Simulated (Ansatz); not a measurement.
An Ansatz (an electronic-structure program) input (Ansatz, PBEsol, PAW, cutoff 420 eV, no spin-orbit coupling, earlier PAW set):

Ansatz 0.2 input:
```yaml
crystal:
  lattice:
    - [0, 2.8981804046, 2.8981804046]
    - [2.8981804046, 0, 2.8981804046]
    - [2.8981804046, 2.8981804046, 0]
  atoms:
    - { symbol: S, position: [0.25, 0.25, 0.25] }
    - { symbol: Ga, position: [0, 0, 0] }
basis: { ecutwfc: 420, ecutrho_ratio: 4, xc_grid: 2, fft_grid_basis: typed }
kpoints: { mp_grid: { grid: [14, 14, 14] } }
hamiltonian:
  xc: pbesol
  dispersion: none
  pseudopotentials: { azcp: { folder: ./paw }, kind: paw }
scf: { occupations: { method: fermi_dirac, width: 0.05 }, convergence: { dr2_threshold: 0.0000000002 } }
output: { forces: true, stress: true }
checkpoint: { write: state.ck, write_every: 1000 }
```

### Question
Which symmetry and how many k-points will the program report, and about how many plane waves at Γ?

### Answer
Space group F-43m (ITA 216) with 24 operations, k-points 104 of 2744, and 941 plane waves at Γ.

Whether these cells are dynamically stable was not tested. All final runs are without spin polarisation. An odd electron count without spin: GaS. The cell was made from HgS by this change: Hg → Ga; the result is a hypothetical phase, not in the database extracts checked.
